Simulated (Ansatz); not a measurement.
**Pressure series in CaF2**

The reference is CaF2 in the fluorite structure (space group Fm-3m, No. 225).

```
CaF2
1.0
    0.00000     2.75548     2.75548
    2.75548     0.00000     2.75548
    2.75548     2.75548     0.00000
Ca F
1 2
Direct
  0.00000   0.00000   0.00000
  0.25000   0.25000   0.25000
  0.75000   0.75000   0.75000
```

Cell and atoms are relaxed at each pressure.

The values are results of PBE in Ansatz (plane waves to 420 eV, PAW, no SOC), not measurements.

```csv
case,band gap,shortest interatomic distance,gap character,smallest direct gap
base,7.14 eV,2.386 Å,"indirect, X → Γ",7.39 eV
pressure −2 GPa,6.98 eV,2.408 Å,"indirect, X → Γ",7.23 eV
pressure −1 GPa,7.07 eV,2.397 Å,"indirect, X → Γ",7.31 eV
pressure 1.8 GPa,7.27 eV,2.369 Å,"indirect, X → Γ",7.53 eV
pressure 4.2 GPa,7.43 eV,2.348 Å,"indirect, X → Γ",7.69 eV
pressure 9 GPa,?,?,"indirect, X → Γ",?
pressure 18 GPa,8.15 eV,2.261 Å,"indirect, X → Γ",8.42 eV
pressure 30 GPa,8.61 eV,2.210 Å,"indirect, X → Γ",8.68 eV
pressure 45 GPa,8.84 eV,2.161 Å,direct at X,–
pressure 60 GPa,8.98 eV,2.122 Å,direct at X,–
```

What belongs in the blanks?


- pressure 9 GPa, band gap: 7.71 eV
- pressure 9 GPa, shortest interatomic distance: 2.313 Å
- pressure 9 GPa, smallest direct gap: 7.98 eV

Load acts through the strain it causes; cell and atoms are relaxed under it. Stability against distortions was not tested. No other phases were tried under pressure.

Ansatz is a quantum-chemistry and plane-wave program.
